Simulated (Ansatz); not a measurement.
Antifluorite Mg2C (high-pressure phase), treated with PBE in Ansatz (plane waves, PAW).

Run with plane-wave cutoff 520 eV, 12×12×12 k mesh, scalar-relativistic PAW data made under PBE.

Computed at the level's own relaxed cell.

Hill averages of the elastic tensor: K = 90.7 GPa, G = 78.5 GPa. Volume 13.562 Å³/atom, mean atomic mass 20.207 u.

Work out the density, the sound velocities of a polycrystal and the elastic Debye temperature at this level.

ρ = 1.66054 × 20.207/13.562 = 2.474 g/cm³. v_l = √[(K + 4G/3)/ρ] = 8.886 km/s and v_t = √(G/ρ) = 5.633 km/s. The mean follows from 3/v_m³ = 1/v_l³ + 2/v_t³: v_m = 6.196 km/s. Θ_D = (ħ/k_B) v_m (6π²/V)^(1/3) = 76.38 K Å s/km × 6.196 × 1.6345 Å⁻¹ = 774 K, counting all atoms of the cell.

Ansatz is a program for electronic structure.
